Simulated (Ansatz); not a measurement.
Consider BeSe in the zinc blende structure (space group F-43m, No. 216; a = 5.1289 Å).

Perturbation: an isotropic linear strain of −1.23 %; the atoms relax in the strained cell.

Levels (all Ansatz, a program for electronic structure, PAW): PBEsol (420 eV, without spin-orbit coupling); HSE06 (420 eV, no spin-orbit coupling).

The geometry is relaxed with PBEsol.

- PBEsol lowest conduction level above the VBM at special points = X 2.38 eV; U 3.59 eV; K 3.59 eV; Γ 4.56 eV

With HSE06 at the same geometry, the lowest conduction level above the VBM at special points goes from X 2.38 eV; U 3.59 eV; K 3.59 eV; Γ 4.56 eV to X 3.36 eV; U 4.60 eV; K 4.60 eV; Γ 5.82 eV.

Single points use the geometry relaxed with PBEsol. HSE06 gaps are upper bounds (no full band path). The levels and masses belong to the bands next to the band gap. Stability against distortions was not tested.
